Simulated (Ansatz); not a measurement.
# Element substitutions in ZnSe

Take ZnSe in the zinc blende structure (space group F-43m, No. 216) as the base.

```
ZnSe
1.0
    0.00000     2.81676     2.81676
    2.81676     0.00000     2.81676
    2.81676     2.81676     0.00000
Se Zn
1 1
Direct
  0.75000   0.75000   0.75000
  0.00000   0.00000   0.00000
```

Each row replaces one element on all its sites; cell and atoms are relaxed.

Calculations: PBEsol in Ansatz (plane waves to 420 eV, PAW, no spin-orbit coupling).

Base values:

| Quantity | Result |
|---|---|
| Volume per atom | 22.35 Å³ |

The aim is a volume per atom between 27.34 Å³ and 28.81 Å³. Which of these changes reaches it?
(A) Zn → Cd
(B) Se → Ge
(C) Se → W

A, Zn → Cd. It gives 28.12 Å³; Se → W gives 20.83 Å³; Se → Ge gives 22.26 Å³. Changes not listed may reach it too

No phonon test of stability was made. As relaxed here, ZnW and ZnGe are hypothetical phases, not in the database extracts checked. All final runs are without spin polarisation.

Ansatz is an electronic-structure program.
